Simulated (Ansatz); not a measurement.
The starting structures come from a database of crystals and need not be the phases stable at ambient conditions.

 Where the default PAW files enter, the runs use the earlier of Ansatz's two default sets.

Data:

```
CELL_PARAMETERS angstrom
      4.00390     0.00000     0.00000
      0.00000     4.00390     0.00000
      0.00000     0.00000     5.62318
ATOMIC_POSITIONS crystal
  Zn 0.00000 0.00000 0.00000
  Sn 0.50000 0.50000 0.50000
  P  0.00000 0.50000 0.22706
  P  0.50000 0.00000 0.77294
```

Space group of this cell: P-4m2. The cell is taken as given.

The current runs along the normal of the first two printed vectors, the (001) plane. All runs by Ansatz (a program for electronic structure), plane waves and PAW, without spin-orbit coupling; the base is r2SCAN.

| run | mean pressure (GPa) | gap (eV) | mid-gap κ (1/Å) |
|---|---|---|---|
| base | 0.2 | 0.87 | 0.082 |
| all lengths scaled by 0.98 | 5.5 | (withheld) | (withheld) |
| all lengths scaled by 1.02 | -3.8 | 0.66 | 0.061 |
| lda in place of r2scan | -2.7 | 0.40 | 0.042 |
| lengths across the current scaled by 0.98, ions clamped | 3.5 | 0.97 | 0.099 |
| lengths across the current scaled by 1.02, ions clamped | -2.6 | 0.75 | (withheld) |
| lengths along the current scaled by 0.97, ions clamped | 2.7 | 0.88 | 0.084 |
| lengths along the current scaled by 1.03, ions clamped | -2.0 | 0.75 | 0.077 |
| pbesol in place of r2scan | -0.8 | (withheld) | (withheld) |

Question: Complete the blanks.

Answer: 
- all lengths scaled by 0.98, gap (eV): 1.05
- all lengths scaled by 0.98, mid-gap κ (1/Å): 0.101
- lengths across the current scaled by 1.02, ions clamped, mid-gap κ (1/Å): 0.064
- pbesol in place of r2scan, gap (eV): 0.48
- pbesol in place of r2scan, mid-gap κ (1/Å): 0.050
